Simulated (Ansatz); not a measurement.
An Ansatz (a first-principles code) run: a single point on SiC with a change (pressure 1.5 GPa), its geometry relaxed with PBEsol; Ansatz r2SCAN, no spin-orbit coupling.

Input:

Ansatz 0.2 input:
```yaml
crystal:
  lattice:
    - [3.0692378882, 0, 0]
    - [-1.5346189441, 2.6580379814, 0]
    - [0, 0, 5.036373357]
  atoms:
    - { symbol: Si, position: [0.6666666667, 0.3333333333, 0.0005059163] }
    - { symbol: Si, position: [0.3333333333, 0.6666666667, 0.5005059163] }
    - { symbol: C, position: [0.6666666667, 0.3333333333, 0.6246940837] }
    - { symbol: C, position: [0.3333333333, 0.6666666667, 0.1246940837] }
basis: { ecutwfc: 500, ecutrho_ratio: 4, xc_grid: 4, fft_grid_basis: typed }
kpoints: { mp_grid: { grid: [12, 12, 7] } }
hamiltonian:
  xc: r2scan
  dispersion: none
  pseudopotentials: { kind: paw }
scf: { occupations: { method: fermi_dirac, width: 0.05 }, convergence: { dr2_threshold: 0.0000000004 } }
output: { forces: true, stress: true }
checkpoint: { write: state.ck, write_every: 1000 }
```

Output (explanatory and most iteration lines left out):

```
Pseudopotential: Si, paw, valence charge 4
Pseudopotential: C, paw, valence charge 4
Crystal: 4 atoms, lattice volume = 41.087 Å³
Basis set: ecut = 500 eV, 1063 PW (Γ), exchange–correlation on 96×96×160 points (64 copies of the dense FFT grid, shifted against one another)
Bands: 12, of which v1, the nominal top of the filled ones, is band 8 counted from 1 (7 counted from 0)
Symmetry: 12 space group operations
Space group: P63mc (ITA 186), of the structure as read, at distance tolerance 3.5e-5 Å
k-points: 76 of 1008 (time reversal used)
Functional: x = r2scan, c = r2scan; τ floored in thin density (d = 2e-4 eV/Å³)
SCF iter   1: F=—  HF=-1782.559575 eV  |F-HF|=—  |Δ(HF+E_count)|=         —  Δρ=5.87e-3  dr2=9.18e-3  dr2_τ=3.97e-1  ethr=1.77e-3  ⟨swp⟩=5.3  Hψ=6066  notcnv=0
SCF iter   2: F=—  HF=-1782.650680 eV  |F-HF|=—  |Δ(HF+E_count)|=   9.11e-2  Δρ=4.04e-3  dr2=3.60e-3  dr2_τ=6.64e-5  ethr=5.74e-5  ⟨swp⟩=2.0  Hψ=2435  notcnv=0
SCF 1 converged in 8 iterations: F = -1782.650644 eV  dr2 = 6.57e-11
SCF converged after 8 iterations
Free energy (F): -1782.650644 eV
Internal energy: -1782.650644 eV  (E = F + TS)
E sigma→0 (E₀):  -1782.650644 eV
Fermi energy:    10.950126 eV
--- Forces (eV/Å), atoms counted from 1 ---
  atom   1  Si     0.00000000     0.00000000     0.00137267
  atom   2  Si     0.00000000    -0.00000000     0.00137267
  atom   3  C      0.00000000     0.00000000    -0.00136956
  atom   4  C     -0.00000000    -0.00000000    -0.00136956
--- Stress (GPa, compression-positive) ---
        1.399846      -0.000000       0.000000
        0.000000       1.399846      -0.000000
        0.000000      -0.000000       1.569812
  P = ⅓ Tr σ = 1.4565 GPa (14.565 kbar)
```

Single points use the geometry relaxed with PBEsol. Load acts through the strain it causes; cell and atoms are relaxed under it. No phonon test of stability was made. The cell was made from SiC in the wurtzite structure (space group P6_3mc, No. 186) by this change: pressure 1.5 GPa.
